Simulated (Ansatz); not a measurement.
**AlB2-type TmB₂**

All values below come from LDA (PAW; Ansatz, a first-principles code).

Settings: plane-wave cutoff 520 eV, 18×18×14 k mesh (along the axes of the cell as run), Fermi–Dirac smearing 0.05 eV, spin-polarised with parallel moments, scalar-relativistic PAW data made under PBE.

Cell (relaxed at this level):

```
CELL_PARAMETERS angstrom
      3.16817     0.00000     0.00000
     -1.58408     2.74371     0.00000
      0.00000     0.00000     3.75969
ATOMIC_POSITIONS crystal
  B  0.33333 0.66667 0.50000
  B  0.66667 0.33333 0.50000
  Tm 0.00000 0.00000 0.00000
```
Starting moments (μB, in the order of the record's atoms B B Tm): 0.0 0.0 2.0.

```yaml
band_gap: none
bulk_modulus: 164 GPa
```

Note: the magnetic order was assumed, not searched for or taken from measurement; the 4f shell is treated without U or exact exchange, so its levels and filling can be wrong; the bulk modulus is −V dP/dV from two relaxed cells at ±2 % in volume; the volume lies 5 % below that of the published cell.

Spin–orbit coupling is not included; it can open a gap where bands touch, and shift volumes and moduli.

Computed values are for the static lattice.
